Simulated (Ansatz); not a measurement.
Phonon-limited resistivity of TaH₂ (Fm-3m) against temperature in μΩ·cm, PBEsol, DFPT electron-phonon coupling, linearised Boltzmann equation (Ansatz, a program for electronic structure), harmonic crystal at a fixed cell.

| T | ρ |
|---|---|
| 50 K | 1.20 |
| 77 K | 3.1 |
| 100 K | 4.8 |
| 150 K | (withheld) |
| 200 K | (withheld) |
| 250 K | (withheld) |
| 273 K | 16.3 |
| 300 K | 18.1 |

Question: Fill in the missing entries.

Answer: 
- 150 K, ρ: 8.2
- 200 K, ρ: 11.5
- 250 K, ρ: 14.8

A metal at this level (no band gap). Only scattering by harmonic phonons is included (no impurities, grain boundaries, electron-electron scattering or thermal expansion). Spin-orbit coupling is left out, which matters with elements this heavy. Halving the electron mesh (32x32x32) moves the resistivity by up to 6 %. Smearing 0.20 eV; phonons on a 5x5x5 q mesh, which this run doesn't test and which matters most at low temperature.

Computed structure, not matched to a measured one here, so possibly hypothetical: TaH2 (Fm-3m).
